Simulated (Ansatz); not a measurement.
## zincblende CdTe (F-43m): a fit under uniaxial stress along [111] (tension)

Cell and atoms relaxed with PBEsol to each stress σ (compression positive); gaps by r2SCAN with spin-orbit coupling, rigid bands (plane waves, PAW; Ansatz, a program for electronic structure). Unloaded cell: a = 4.589 Å, b = 4.589 Å, c = 4.589 Å, α = 60.00°, β = 60.00°, γ = 60.00°.

```tsv
σ (GPa)	strain along [111] (%)	gap (eV)
0	0	1.006
-1.50	2.87	0.880
-2.50	4.75	0.778
-3.50	6.66	0.662
```

Fit E_g = 1.006 eV + aσ + bσ² and ε = cσ + dσ² to the loaded rows by least squares.

a = 0.0734 eV/GPa, b = -0.00713 eV/GPa²; c = -1.91 %/GPa, d = -0.00272 %/GPa².

One run was withheld, at σ = -0.50 GPa. Predict its gap and its strain along [111], then set them beside the run.

E_g = 1.006 + (0.0734)(-0.50) + (-0.00713)(-0.50)² = 0.968 eV and ε = (-1.91)(-0.50) + (-0.00272)(-0.50)² = 0.95 %. The run gave 0.967 eV and 0.98 %, misses of 0.001 eV and 0.03 percentage points.

Gaps are resolved to about 0.01 eV; third decimals are kept for the arithmetic. Every relaxation keeps the zincblende phase (space group R3m under this load), so a transition, a distortion that breaks the symmetry or fracture can't show.
